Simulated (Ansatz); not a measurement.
Al2O3: response to strain

Start from Al₂O₃ in the corundum structure (space group R-3c, No. 167; a = 4.759 Å, c = 12.995 Å (hexagonal axes)). Axes: x lies along a and z along c of the hexagonal cell.

Strains are applied to the cell and any free atomic positions relax; under biaxial strain the out-of-plane vector relaxes too; under stress the whole cell relaxes.

All numbers come from r2SCAN (Ansatz, an electronic-structure program; PAW; 500 eV plane waves; no SOC).

Notes on the quantities. energy relative to the base: free energy F.

| variant | band gap | energy relative to the base | volume per atom | width of the top valence band |
|---|---|---|---|---|
| base | 7.14 eV | 0 meV/atom | 8.50 Å³ | 0.65 eV |
| biaxial strain −2.52 %, plane normal [001], relaxed out of plane | 7.63 eV | +21 meV/atom | 8.17 Å³ | 0.71 eV |
| biaxial strain −1.91 %, plane normal [001], relaxed out of plane | ? | ? | ? | 0.69 eV |
| biaxial strain +2.20 %, plane normal [001], relaxed out of plane | 6.44 eV | +15 meV/atom | 8.78 Å³ | 0.82 eV |
| tensor shear ε_yz = −2.89 % | 7.07 eV | +13 meV/atom | 8.49 Å³ | – |
| uniaxial stress, 8 GPa tension along z | 7.00 eV | +3.7 meV/atom | 8.59 Å³ | 0.64 eV |
| uniaxial stress, 2 GPa compression along z | 7.13 eV | +0.2 meV/atom | 8.47 Å³ | 0.69 eV |

Question: Some entries are withheld; estimate them.

Answer: 
- biaxial strain −1.91 %, plane normal [001], relaxed out of plane, band gap: 7.53 eV
- biaxial strain −1.91 %, plane normal [001], relaxed out of plane, energy relative to the base: +12 meV/atom
- biaxial strain −1.91 %, plane normal [001], relaxed out of plane, volume per atom: 8.25 Å³

Stability under load was not tested beyond the relaxation.
